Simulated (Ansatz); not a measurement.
Consider TlBr in the CsCl type structure (space group Pm-3m, No. 221).

```yaml
crystal:
  lattice:
    - [3.91453, 0.00000, 0.00000]
    - [0.00000, 3.91453, 0.00000]
    - [0.00000, 0.00000, 3.91453]
  atoms:
    - { symbol: Tl, position: [0.00000, 0.00000, 0.00000] }
    - { symbol: Br, position: [0.50000, 0.50000, 0.50000] }
```

Cartesian axes are those of the cell as printed.

Level of theory: PBEsol, PAW, 420 eV (Ansatz, an electronic-structure program; spin-orbit coupling left out).

For the base:

| Property | Result |
|---|---|
| Band gap | 1.59 eV |
| Shortest interatomic distance | 3.390 Å |

One thing is altered: a pure shear with ε_xy = ε_yx = 0.0029; the atoms relax in the strained cell.

Problem. Estimate the effect on the band gap, stress and shortest interatomic distance.

Solution. The band gap stays 1.59 eV; the stress (xx, yy, zz, yz, xz, xy; compression positive) is (0.00, 0.00, 0.00, 0.00, 0.00, -0.06) GPa; the shortest interatomic distance shrinks by 0.0066 Å, from 3.390 Å to 3.384 Å.

Spin-orbit coupling, missing from the scalar runs, can matter with Tl. Whether these cells are dynamically stable was not tested.
